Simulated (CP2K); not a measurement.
Worked example: self-consistent single point of Nb (Im-3m, 1 atom in the cell) in CP2K.

Computed with PBE, GPW, DZVP-MOLOPT-PBE-GTH basis, GTH-PBE potentials (POTENTIAL_UZH) in CP2K.

The change in words: lattice scaled by 0.98. Reference geometry:
```
Nb
1.0
    2.91625     0.00000     0.00000
   -0.97208     2.74947     0.00000
   -0.97208    -1.37473     2.38111
Nb
1
Direct
  0.00000   0.00000   0.00000
```

Reference input (self-consistent single point, DFT PBE, GPW, DZVP-MOLOPT-PBE-GTH basis, GTH-PBE potentials (POTENTIAL_UZH)): CUTOFF = 500 Ry; REL_CUTOFF = 40 Ry; SMEAR/METHOD = FERMI_DIRAC; ELECTRONIC_TEMPERATURE = 1160.45 K; KPOINTS/SCHEME = MONKHORST-PACK 11 11 11; XC_FUNCTIONAL = PBE; Nb/BASIS_SET = DZVP-MOLOPT-PBE-GTH-q13; Nb/POTENTIAL = GTH-PBE-q13; METHOD = GPW; EPS_DEFAULT = 1e-11; NGRIDS = 5; SCF_GUESS = ATOMIC. This run's input differs from it in these lines:

```diff
@@ -63,4 +63,4 @@
     &CELL
-      ABC 2.91624900 2.91624907 2.91624874
-      ALPHA_BETA_GAMMA 109.47122341 109.47122243 109.47122014
+      ABC 2.85792400 2.85792334 2.85792361
+      ALPHA_BETA_GAMMA 109.47122108 109.47121633 109.47121826
       PERIODIC XYZ
```

Log, with long lists cut:

```
 SCF WAVEFUNCTION OPTIMIZATION

  Step     Update method      Time    Convergence         Total energy    Change
     1 NoMix/Diag. 0.20E+00      -     0.80754326       -56.9314166644 -5.69E+01
     2 Broy./Diag. 0.20E+00      -     0.02307306       -57.6971144602 -7.66E-01
     3 Broy./Diag. 0.20E+00      -     0.12269824       -57.0832272329  6.14E-01
     4 Broy./Diag. 0.20E+00      -     0.00363313       -56.6101318390  4.73E-01
     5 Broy./Diag. 0.20E+00      -     0.00324144       -56.6199301037 -9.80E-03
     6 Broy./Diag. 0.20E+00      -     0.00046034       -56.6180158045  1.91E-03
   [... 3 lines left out ...]
    10 Broy./Diag. 0.20E+00      -     0.00000255       -56.6228648506  5.48E-05
    11 Broy./Diag. 0.20E+00      -     0.00000497       -56.6228482795  1.66E-05
    12 Broy./Diag. 0.20E+00      -     0.00000017       -56.6228384046  9.87E-06
    13 Broy./Diag. 0.20E+00      -     0.00000007       -56.6228395995 -1.19E-06
  *** SCF run converged in    13 steps ***

  Overlap energy of the core charge distribution:               0.00000000000002
  Self energy of the core charge distribution:               -103.20408107975094
  Core Hamiltonian energy:                                     23.48520780705169
  Hartree energy:                                              29.95311244683304
  Exchange-correlation energy:                                 -6.85507482991004
  Electronic entropic energy:                                  -0.00200394377981
  Fermi energy:                                                 0.52874181936177

  Total energy:                                               -56.62283959945277
  Total energy (extrapolated to T->0):                        -56.62183762756286

   [... lines left out ...]

 STRESS| Analytical stress tensor [bar]
 STRESS|                        x                   y                   z
 STRESS|      x        3.92608839629E+04   2.78631980286E+00   4.78656223027E+00
 STRESS|      y        2.78631980286E+00   3.92629072693E+04   6.92519412866E+00
 STRESS|      z        4.78656223027E+00   6.92519412866E+00   3.92708275224E+04
 STRESS| 1/3 Trace                                             3.92648729182E+04
```

The run converged in 13 iterations. Against the reference run the free energy falls by 9.2 meV/atom and the pressure goes from -6.08 to 3.93 GPa.

The starting cell comes from a database of computed structures (which also holds hypothetical and non-ambient phases and stackings), without a prior relaxation at this level. Its lattice was rescaled by a random factor within 2.5 % of one. For this run, on top of that: lattice scaled by 0.98. Spin polarisation is off. Values carry the incompleteness of an atom-centred basis. With a pressure of about 4 GPa the cell is away from its equilibrium volume at this level.

Cost on one core of a shared machine: roughly 3 min.
